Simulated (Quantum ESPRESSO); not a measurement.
Worked example: self-consistent single point of Mg14CuBi (Amm2, 16 atoms in the cell) in Quantum ESPRESSO.

Level of theory: PBEsol, SSSP 1.1.2 efficiency (PBE) pseudopotentials (plane waves; Quantum ESPRESSO).

```xyz
16
Lattice="10.1809 0.0000 0.0000 0.0000 3.0890 5.3587 0.0000 -3.0890 5.3587" Properties=species:S:1:pos:R:3 pbc="T T T"
Mg     0.0000     0.0000     1.7829
Mg     0.0000     0.0000     7.1385
Mg     5.0905    -1.5482     4.4586
Mg     5.0905     1.5482     4.4586
Mg     0.0000    -1.5395     4.4743
Mg     0.0000     1.5395     4.4743
Mg     2.5625    -1.5866     6.2519
Mg     7.6184     1.5866     6.2519
Mg     7.6184    -1.5866     6.2519
Mg     2.5625     1.5866     6.2519
Mg     2.5897     0.0000     3.5447
Mg     7.5912     0.0000     3.5447
Mg     2.4750     0.0000     8.9541
Mg     7.7060     0.0000     8.9541
Cu     5.0905     0.0000     1.7856
Bi     5.0905     0.0000     7.1610
```

Reference input (self-consistent single point, DFT, PBEsol, plane waves, SSSP 1.1.2 efficiency (PBE) pseudopotentials): ecutwfc = 50 Ry; ecutrho = 400 Ry; occupations = smearing; smearing = cold; degauss = 0.0036749 Ry; input_dft = pbesol; potentials = {Mg: Mg.pbe-n-kjpaw_psl.0.3.0.UPF, Cu: Cu_pbe_v1.2.uspp.F.UPF, Bi: Bi_pbe_v1.uspp.F.UPF}; K_POINTS = automatic 3 4 4 0 0 0; conv_thr = 1e-10 Ry; mixing_beta = 0.7. This run's input differs from it in these lines:

```diff
@@ -45,3 +45,3 @@
 K_POINTS automatic
-3 4 4  0 0 0
+3 5 5  0 0 0
 CELL_PARAMETERS angstrom
```

Output (repeated stretches shortened):

```
     Self-consistent Calculation

     iteration #  1     ecut=    50.00 Ry     beta= 0.70

     negative rho (up, down):  4.315E-02 0.000E+00

     total energy              =   -1043.56926659 Ry
     estimated scf accuracy    <       4.45147905 Ry

     iteration #  2     ecut=    50.00 Ry     beta= 0.70

     negative rho (up, down):  4.269E-02 0.000E+00

     total energy              =   -1032.85976779 Ry
     estimated scf accuracy    <     233.25835844 Ry

     iteration #  3     ecut=    50.00 Ry     beta= 0.70

     negative rho (up, down):  4.268E-02 0.000E+00

     total energy              =   -1045.87698169 Ry
     estimated scf accuracy    <       6.10559008 Ry

   [... 10 blocks of this kind left out ...]

     iteration # 14     ecut=    50.00 Ry     beta= 0.70
     c_bands:  1 eigenvalues not converged

     negative rho (up, down):  4.453E-02 0.000E+00

     total energy              =   -1046.71156135 Ry
     estimated scf accuracy    <          6.8E-10 Ry

     iteration # 15     ecut=    50.00 Ry     beta= 0.70

     negative rho (up, down):  4.453E-02 0.000E+00
     End of self-consistent calculation

     the Fermi energy is     5.2692 ev

!    total energy              =   -1046.71156135 Ry
     estimated scf accuracy    <          5.6E-11 Ry
     smearing contrib. (-TS)   =      -0.00003218 Ry
     internal energy E=F+TS    =   -1046.71152917 Ry

     convergence has been achieved in  15 iterations

     negative rho (up, down):  4.453E-02 0.000E+00

     Forces acting on atoms (cartesian axes, Ry/au):

     atom    1 type  1   force =     0.00000000    0.00000000    0.00142701
     atom    2 type  1   force =     0.00000000   -0.00000000   -0.00081062
     atom    3 type  1   force =     0.00000000   -0.00043671   -0.00033753
     atom    4 type  1   force =     0.00000000    0.00043671   -0.00033753
     atom    5 type  1   force =     0.00000000    0.00192977   -0.00025401
   [... lines left out ...]
     Total force =     0.019495     Total SCF correction =     0.000004
   [... lines left out ...]

     negative rho (up, down):  4.453E-02 0.000E+00
          total   stress  (Ry/bohr**3)                   (kbar)     P=       16.99
   0.00003523  -0.00000000   0.00000000            5.18       -0.00        0.00
  -0.00000000   0.00016553   0.00000000           -0.00       24.35        0.00
   0.00000000   0.00000000   0.00014582            0.00        0.00       21.45

   JOB DONE.
```

The run converged in 15 iterations. Against the reference run the free energy goes up by 6.7 meV/atom, the pressure moves little (1.63 to 1.70 GPa) and the largest force goes from 0.086 to 0.203 eV/Å.

The starting cell comes from a database of computed structures (which also holds hypothetical and non-ambient phases and stackings), without a prior relaxation at this level. Its lattice was rescaled by a random factor within 2.5 % of one. Spin-orbit coupling is off. Spin polarisation is off.

Cost on one core of a shared machine: roughly 10 min.
